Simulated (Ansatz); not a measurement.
Consider a periodic stack without vacuum, bcc Ta (0 0 1) on zinc-blende CdTe (0 0 1) (film strained to the substrate, started from cuts of the bulks and a machine-learned relaxation; slabs Cd4Te4 and Ta12, which can lie off the formulas): substrate slab Cd4Te4, film Ta12, surface cells [[1, 0], [1, 1]] and [[-1, 1], [-1, -1]], film strained by -0.3 and -0.3 %, outermost planes Te/Cd and Ta/Ta as cut, which need not be the usual terminations and can put a slab off its formula. Its start:

```xyz
20
Lattice="4.6810 0.0000 0.0175 0.0000 4.6810 -0.0561 1.6276 -0.6829 23.3891" Properties=species:S:1:pos:R:3 pbc="T T T"
Cd     4.7503    -0.0113     6.1200
Cd     2.5299     2.3612     2.7695
Cd     3.4950     0.3610    12.0160
Cd     2.6325     2.3461     9.3482
Te     4.8751     2.3116     4.4558
Te     2.9319    -0.0061     1.1612
Te     5.7890     2.7172    12.1174
Te     2.4108    -0.0080     7.8035
Ta     1.1284     2.7491    15.5519
Ta     3.4797     0.4038    15.5498
Ta     1.1432     0.3918    13.9423
Ta     3.4643     2.7237    13.9211
Ta     5.8010     2.7925    18.8801
Ta     3.4677     0.4423    18.8978
Ta     1.1347     0.4285    17.2120
Ta     3.4708     2.7639    17.1929
Ta     5.7783     2.8381    22.1158
Ta     3.4619     0.4759    22.1323
Ta     5.8070     0.4761    20.5313
Ta     3.4479     2.7993    20.4942
```

The start was prepared with a machine-learned potential, and the result is one local minimum, with the in-plane cell held and forces under 0.04 eV/Å; the film can end far from its bulk form.

Computed with PBE (plane waves to 420 eV, PAW; Ansatz, an electronic-structure program). Scalar-relativistic, without spin–orbit coupling; the runs are not spin-polarised. Its k-point mesh 7×7×1, Fermi–Dirac width 0.05 eV.

### Question
Predict the relaxed interface.

### Answer
* **interface area**: 21.9 Å²
* **period**: 23.35 Å
* **heights between the nearest atoms of the two slabs at the two interfaces**: 1.76 and 1.83 Å
* **Ta–Te contacts across the interfaces within 1.22 times the sum of covalent radii**: 10, mean 3.03 Å
* **Cd–Ta contacts across the interfaces within 1.22 times the sum of covalent radii**: 6, mean 3.35 Å
